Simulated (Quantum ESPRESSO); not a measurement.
Band structure of Ge (Fd-3m, 2 atoms in the cell).

```yaml
crystal:
  lattice:
    - [0.00000, 2.88736, 2.88736]
    - [2.88736, 0.00000, 2.88736]
    - [2.88736, 2.88736, 0.00000]
  atoms:
    - { symbol: Ge, position: [0.50000, 0.50000, 0.50000] }
    - { symbol: Ge, position: [0.75000, 0.75000, 0.75000] }
```

Method: PBE, PSlibrary ultrasoft (PBE) pseudopotentials (plane waves; Quantum ESPRESSO 7.5).

Settings: ecutwfc = 30 Ry; ecutrho = 180 Ry; occupations = smearing; smearing = marzari-vanderbilt; degauss = 0.0073499 Ry; potentials = {Ge: Ge.pbe-n-rrkjus_psl.1.0.0.UPF}; K_POINTS = automatic 13 13 13 0 0 0; nbnd = 16; conv_thr = 1e-10 Ry.

The starting cell comes from a database of computed structures (which also holds hypothetical and non-ambient phases and stackings), without a prior relaxation at this level. Its lattice was rescaled by a random factor within 2.5 % of one.

Levels in eV from the Fermi level, bands 1 to 8:
```json
[
 {"point": "Γ", "1": "-12.26", "2": "-0.40", "3": "0.03", "4": "0.03", "5": "0.03", "6": "2.57", "7": "2.57", "8": "2.57"},
 {"point": "X", "1": "-8.63", "2": "-8.63", "3": "-2.81", "4": "-2.81", "5": "0.83", "6": "0.83", "7": "9.13", "8": "9.13"},
 {"point": "W", "1": "-8.55", "2": "-8.55", "3": "-3.58", "4": "-3.58", "5": "4.17", "6": "4.17", "7": "4.72", "8": "4.72"},
 {"point": "K", "1": "-9.09", "2": "-8.06", "3": "-3.98", "4": "-2.40", "5": "1.21", "6": "4.03", "7": "6.97", "8": "7.19"},
 {"point": "L", "1": "-10.34", "2": "-7.28", "3": "-1.26", "4": "-1.26", "5": "0.06", "6": "3.73", "7": "3.73", "8": "7.27"},
 {"point": "U", "1": "-9.09", "2": "-8.06", "3": "-3.98", "4": "-2.40", "5": "1.21", "6": "4.03", "7": "6.97", "8": "7.19"}
]
```

Bands cross the Fermi level along this path, so the cell is metallic at this level.
